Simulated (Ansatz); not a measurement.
We consider GeSe (model structure, within 0.1 Å of Fm-3m, No. 225, 6 atoms in the cell), described by PBEsol (PAW; Ansatz, a program for electronic structure).

Numerical settings: plane-wave cutoff 500 eV, 12×12×4 k mesh (along the axes of the cell as run), Fermi–Dirac smearing 0.05 eV, scalar-relativistic PAW data made under PBE.

Cell (relaxed at this level):

```
GeSe
1.0
    3.93201     0.00000     0.00000
   -1.96600     3.40522     0.00000
    0.00000     0.00000     9.63540
Ge Se
3 3
Direct
  0.66671   0.00000   0.66667
  0.00000   0.66671   0.33333
  0.33329   0.33329   0.00000
  0.66664   0.00000   0.16667
  0.00000   0.66664   0.83333
  0.33336   0.33336   0.50000
```

### Question
Predict the band gap.

### Answer

- band gap: 0.30 eV (on the SCF k mesh)

Spin–orbit coupling is not included.

Computed values are for the static lattice.

Cost on a shared machine: around 5 core-minutes (rough).

A model structure was made by putting elements into a prototype or built by hand; it is no filed structure, need not be a known phase, and can be a saddle point held by its symmetry.
